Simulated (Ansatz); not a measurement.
The starting structures come from a database of crystals and need not be the phases stable at ambient conditions.

By PBEsol, the system below comes out a metal.

Here is the system:

```xyz
2
Lattice="2.8194 0.0000 0.0000 0.0000 2.8194 0.0000 0.0000 0.0000 2.8194" Properties=species:S:1:pos:R:3 pbc="T T T"
Al     0.0000     0.0000     0.0000
Co     1.4097     1.4097     1.4097
```

The cell is taken as given; by PBEsol it stands under a pressure of 0.7 GPa.

The current flows along the normal of the first two printed cell vectors, the (001) plane of the conventional cell. No spin-orbit coupling; the value is a mean over 0.1 eV about the Fermi level.

Q: Give the ballistic conductance per area that PBEsol (Ansatz, a program for electronic structure) yields.

A: 0.47 × 10¹⁵ S/m² for both spins.
